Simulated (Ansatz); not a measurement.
An Ansatz (an electronic-structure program) run: MoP with a change (pressure −2 GPa); PBE/PAW in Ansatz, no SOC.

Input:

Ansatz 0.2 input:
```yaml
crystal:
  lattice:
    - [3.2477608381, 0, 0]
    - [-1.623880419, 2.8126433912, 0]
    - [0, 0, 3.1970076216]
  atoms:
    - { symbol: Mo, position: [0, 0, 0] }
    - { symbol: P, position: [0.3333333333, 0.6666666667, 0.5] }
basis: { ecutwfc: 420, ecutrho_ratio: 4, xc_grid: 2, fft_grid_basis: typed }
kpoints: { mp_grid: { grid: [16, 16, 15] } }
hamiltonian:
  xc: pbe
  dispersion: none
  pseudopotentials: { kind: paw }
scf: { occupations: { method: fermi_dirac, width: 0.05 } }
relax: { f_tol: 0.01, max_steps: 60, cell: { stress_tol: 0.02, p_target: -2.0 } }
output: { forces: true, stress: true }
checkpoint: { write: state.ck, write_every: 1000 }
```

Output (explanatory and most iteration lines left out):

```
Relaxation: its limit of steps is 60 (relax.max_steps)
Pseudopotential: Mo, paw, valence charge 14
Pseudopotential: P, paw, valence charge 5
Crystal: 2 atoms, lattice volume = 29.204 Å³
Basis set: ecut = 420 eV, 575 PW (Γ), exchange–correlation on 48×48×48 points (8 copies of the dense FFT grid, shifted against one another)
Bands: 14, of which v1, the nominal top of the filled ones, is band 10 counted from 1 (9 counted from 0)
Symmetry: 12 space group operations
Space group: P-6m2 (ITA 187), of the structure as read, at distance tolerance 3.1e-5 Å
k-points: 240 of 3840 (time reversal used)
Functional: x = pbe(κ = 0.804, μ = 0.2195149727645171), c = pbe(β = 0.06672455060314922)
SCF iter   1: F=—  HF=-5713.068366 eV  |F-HF|=—  |Δ(HF+E_count)|=         —  Δρ=6.63e-3  dr2=5.15e-3  ethr=1.77e-3  ⟨swp⟩=5.5  Hψ=19875  notcnv=0
SCF iter   2: F=—  HF=-5713.069527 eV  |F-HF|=—  |Δ(HF+E_count)|=   1.16e-3  Δρ=3.91e-3  dr2=2.14e-3  ethr=2.71e-5  ⟨swp⟩=1.2  Hψ=5343  notcnv=0
SCF 1 converged in 6 iterations: F = -5713.070177 eV  dr2 = 1.71e-9
relax step   1: F+E_penalty+E_count = -5713.07017714 eV  Δ(F+E_penalty+E_count) = +0.000e0 eV  max|allowed force component| = 4.626e-17 eV/Å  Δτ_max = 0.0000 Å  P = -1.001 GPa  Ω = 29.204 Å³  (6 SCF iters, dr2 threshold 1.00e-7 eV, accepted)
[... steps on the carried basis left out ...]
relax step   5: F+E_penalty+E_count = -5713.06885947 eV  Δ(F+E_penalty+E_count) = -3.376e-5 eV  max|allowed force component| = 2.776e-17 eV/Å  Δτ_max = 0.0000 Å  P = -2.001 GPa  Ω = 29.345 Å³  stress off target by 2.27e-3 GPa  SCF on the basis re-selected at this cell (its energy is not comparable with the rows above)  (8 SCF iters)
SCF converged after 8 iterations
Free energy (F): -5713.068859 eV
Internal energy: -5713.061598 eV  (E = F + TS)
E sigma→0 (E₀):  -5713.065229 eV
Entropy (-TS):   -0.007262 eV (-3.631 meV/atom)
Fermi energy:    16.781631 eV
--- Forces (eV/Å), atoms counted from 1 ---
  atom   1  Mo    -0.00000000     0.00000000     0.00000000
  atom   2  P      0.00000000     0.00000000     0.00000000
--- Stress (GPa, compression-positive) ---
       -2.000319       0.000000      -0.000000
        0.000000      -2.000319      -0.000000
        0.000000      -0.000000      -2.002275
  P = ⅓ Tr σ = -2.0010 GPa (-20.010 kbar)
--- Relaxed structure (4 steps of the walk, 4 accepted, 1 SCFs on fresh bases) ---
  cell:  # Å, volume = 29.3445 Å³
    - [3.2540491017677113, -2.8923457997821893e-11, 1.529538846864589e-30]
    - [-1.6270245508588073, 2.8180891873072333, -1.492430732705447e-19]
    - [-2.1826968010170133e-33, -1.6963801532977437e-19, 3.199985405940522]
  atoms:
    - { symbol: Mo, position: [-2.614438401591588e-53, -3.700743415524895e-17, -8.70366249812657e-34] }
    - { symbol: P, position: [0.3333333333333333, 0.6666666666666666, 0.5] }
```

Load acts through the strain it causes; cell and atoms are relaxed under it. Whether these cells are dynamically stable was not tested. All final runs are without spin polarisation. The cell was made from MoP (space group P-6m2, No. 187) by this change: pressure −2 GPa.
